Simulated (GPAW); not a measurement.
Worked example: relaxation of cell and atoms of GaIr (Pm-3m, 2 atoms in the cell) in GPAW.

Method: PBEsol, GPAW PAW datasets PBEsol (made by gpaw-setup) (plane waves; GPAW).

```
CELL_PARAMETERS angstrom
      3.02850     0.00000     0.00000
      0.00000     3.02850     0.00000
      0.00000     0.00000     3.02850
ATOMIC_POSITIONS crystal
  Ga 0.00000 0.00000 0.00000
  Ir 0.50000 0.50000 0.50000
```

Reference input (self-consistent single point, DFT PBEsol, plane waves, GPAW PAW datasets PBEsol (made by gpaw-setup)): mode = pw; ecut = 550 eV; xc = PBEsol; kpts = 9 9 9; mesh shift (steps) = 0 0 0; occupations.name = methfessel-paxton; occupations.width = 0.1 eV; occupations.order = 0; nbands = -10; convergence.density = 1e-05 e/electron; convergence.energy = 1e-05 eV/electron; symmetry.symmorphic = false. This run's input differs from it in these lines:

```diff
@@ -1,2 +1,4 @@
 from ase import Atoms
+from ase.filters import FrechetCellFilter
+from ase.optimize import BFGS
 from ase.units import GPa
@@ -24,2 +26,10 @@
 
+target = FrechetCellFilter(atoms)
+
+opt = BFGS(target, logfile='-')
+converged = opt.run(fmax=0.05, steps=40)
+print('Relaxation converged:', converged)
+print('Cell:', atoms.cell.cellpar().round(4))
+print(atoms.get_scaled_positions().round(5))
+
 energy = atoms.get_potential_energy()
```

The program printed (abridged):

```
     iter     time        total  log10-change:
                         energy   eigst   dens
iter:   1 --:--:--   -14.523458
iter:   2 --:--:--   -14.523204   -1.42  -1.31
iter:   3 --:--:--   -14.511997   -1.94  -1.32
iter:   4 --:--:--   -14.496077   -3.14  -1.69
iter:   5 --:--:--   -14.500118   -2.66  -1.76
iter:   6 --:--:--   -14.495901   -3.38  -2.24
iter:   7 --:--:--   -14.491948   -3.67  -2.12
iter:   8 --:--:--   -14.491778   -4.75  -2.74
iter:   9 --:--:--   -14.491737   -5.70  -3.40
iter:  10 --:--:--   -14.491742c  -5.87  -3.55
iter:  11 --:--:--   -14.491729c  -6.46  -3.56
iter:  12 --:--:--   -14.491729c  -8.63c -4.63
iter:  13 --:--:--   -14.491729c  -9.95c -4.72
iter:  14 --:--:--   -14.491728c  -8.82c -4.73
iter:  15 --:--:--   -14.491728c  -9.67c -5.00c
Converged after 15 iterations.

Dipole moment: (0.000000, 0.000000, 0.000000) |e|*Ang

Energy contributions relative to reference atoms: (reference = -537192.317215)

Kinetic:        +25.286563
Potential:      -20.083773
External:        +0.000000
XC:             -19.454669
Entropy (-ST):   -0.003131
Local:           -0.238284
SIC:             +0.000000
--------------------------
Free energy:    -14.493294
Extrapolated:   -14.491728

Showing only first 2 kpts
 Kpt  Band  Eigenvalues  Occupancy
  0     7     10.95114    2.00000
  0     8     10.95114    2.00000
  0     9     16.18502    0.00000
  0    10     16.18502    0.00000

  1     7     10.58450    2.00000
  1     8     10.95968    2.00000
  1     9     14.97872    0.00000
  1    10     16.79818    0.00000

Fermi level: 12.34739

No gap
   [... lines left out ...]
Atomic positions and initial magnetic moments
Free energy:    -14.493517
Fermi level: 12.38708
No gap
Atomic positions and initial magnetic moments
Free energy:    -14.493588
Fermi level: 12.43302
No gap
   [... lines left out ...]
    -0.000000     0.000048     0.000000
     0.000000     0.000000     0.000048

Forces in eV/Ang:
  0 Ga   -0.00000   -0.00000   -0.00000
  1 Ir    0.00000    0.00000    0.00000

BFGS:    2 --:--:--      -14.493588        0.000662
Relaxation converged: True
Cell: [ 3.0241  3.0241  3.0241 90.     90.     90.    ]
[[0.  0.  0. ]
 [0.5 0.5 0.5]]
Energy (eV): -14.492003
Stress (GPa, Voigt): [ 0.0077  0.0077  0.0077  0.      0.     -0.    ]
```

The run converged. GPAW prints stress with tension positive. 

Summary of the result:
Free energy E − TS (from the program's reference atoms): -14.4936 eV
Fermi level (on the code's own zero): 12.43 eV
Pressure: -0.01 GPa
Final cell: a = b = c = 3.024 Å, α = β = γ = 90.00°
Final volume per atom: 13.83 Å³
Relaxation steps: 2

The starting cell comes from a database of computed structures (which also holds hypothetical and non-ambient phases and stackings), without a prior relaxation at this level. Spin polarisation is off. The relaxation keeps the symmetry of its start, so its end need not be a minimum.

Cost on one core of a shared machine: roughly 40 s.
